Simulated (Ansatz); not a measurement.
Take Co in the hcp (Mg type) structure (space group P6_3/mmc, No. 194; ferromagnetic; relaxed with 0.1 eV smearing) as the base.

```
CELL_PARAMETERS angstrom
      2.49355     0.00000     0.00000
     -1.24677     2.15948     0.00000
      0.00000     0.00000     4.03682
ATOMIC_POSITIONS crystal
  Co 0.33333 0.66667 0.75000
  Co 0.66667 0.33333 0.25000
```

Cartesian axes are those of the cell as printed.

Level of theory: DFT with PBE, PAW potentials and a 420 eV plane-wave cutoff in Ansatz (a quantum-chemistry and plane-wave program), scalar-relativistic without spin-orbit coupling.

For the base:

The pressure is 0.0 GPa.

Perturbation: tensile biaxial strain of 2.45 % in the plane normal to [001], as in epitaxy on a mismatched substrate; the out-of-plane cell vector and the atoms relax.

**Question.** Estimate the effect on the ratio −ε⊥/ε∥.

**Answer.** The ratio −ε⊥/ε∥ is 0.57.

**Question.** What happens to the pressure?

**Answer.** The pressure (mean of the normal stresses, compression positive) goes from zero to -6.5 GPa.

Other magnetic orders, which the real material may have, were not ruled out. Stability against distortions was not tested.
